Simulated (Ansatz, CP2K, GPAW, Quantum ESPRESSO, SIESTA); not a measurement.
**One structure in several programs: HfBRh3 (P1, 5 atoms in the cell)**

Self-consistent single point, at a second geometry (atoms moved at random). First geometry:

```
CELL_PARAMETERS angstrom
      4.09526     0.00000     0.00000
      0.00000     4.09526     0.00000
      0.00000     0.00000     4.09526
ATOMIC_POSITIONS crystal
  Hf 0.00000 0.00000 0.00000
  B  0.50000 0.50000 0.50000
  Rh 0.00000 0.50000 0.50000
  Rh 0.50000 0.00000 0.50000
  Rh 0.50000 0.50000 0.00000
```

Second geometry:
```
HfBRh3
1.0
    4.09526     0.00000     0.00000
    0.00000     4.09526     0.00000
    0.00000     0.00000     4.09526
Hf B Rh
1 1 3
Direct
  0.99354   0.99535   0.99419
  0.51815   0.50150   0.49814
  0.99352   0.49438   0.50897
  0.49335   0.00426   0.49638
  0.50145   0.50452   0.00231
```

Shared settings, as Ansatz (a first-principles code) writes them: kpoints.mp_grid.grid = 6 6 6; scf.occupations.method = gaussian; scf.occupations.width = 0.05 eV. Potentials and cutoffs stand in the table.

```csv
code,model,ΔF from the first geometry (meV/atom),pressure (GPa),largest force (eV/Å),cutoff
Quantum ESPRESSO,"PBEsol, GBRV 1.5 ultrasoft (PBESOL) pseudopotentials",16.1,-3.89,1.546,40 Ry
GPAW,"PBEsol, GPAW PAW datasets PBEsol (made by gpaw-setup)",15.5,–,1.493,900 eV
CP2K,"PBEsol, GPW, DZVP-MOLOPT-SR-GTH basis, GTH-PBE potentials (GTH_POTENTIALS)",16.5,-0.62,1.608,grid 500 Ry
Ansatz,"PBEsol, PAW files made with PBE",15.8,-2.36,1.517,420 eV
SIESTA,"GGA PBEsol, numerical atomic orbitals DZP, PseudoDojo PBEsol standard norm-conserving potentials (rewritten from UPF to PSML)",17.6,-1.45,1.697,grid 400 Ry
```

Size of the force on each atom (eV/Å): Sizes of forces hide their directions.

```csv
code,Hf1,B2,Rh3,Rh4,Rh5
Quantum ESPRESSO,0.196,1.285,1.546,0.364,0.384
GPAW,0.208,1.231,1.493,0.356,0.381
CP2K,0.202,1.327,1.608,0.377,0.397
Ansatz,0.203,1.258,1.517,0.358,0.382
SIESTA,0.225,1.397,1.697,0.400,0.428
```

A dash marks a value that a program does not give, or that is left out as unsure.

On Ansatz's run: spin-orbit coupling is off. Spin polarisation is off.

The spread over the programs that give each value: ΔF from the first geometry within 2.1 meV/atom; pressure within 3.27 GPa; largest force within 0.204 eV/Å.

CP2K and SIESTA use small atom-centred bases, whose incompleteness enters pressures, forces and empty levels differently from a plane-wave cutoff. Ansatz's pressure is given at a fixed set of plane waves, as the other plane-wave codes print theirs; with its correction for the finite basis it is -2.25 GPa. The pressure of GPAW is left out: its cutoff lies under the one at which its stress was checked. In the pressure, CP2K (by 2.51) and SIESTA (by 1.67) lie more than 1 GPa from the median of the plane-wave programs. In the force vectors, CP2K (by 0.094) and SIESTA (by 0.181) lie more than 0.08 eV/Å from the median of the plane-wave programs.

The starting cell comes from a database of computed structures (which also holds hypothetical and non-ambient phases and stackings), without a prior relaxation at this level. For this run, on top of that: atoms moved at random.

Keys are those of Ansatz 0.2.
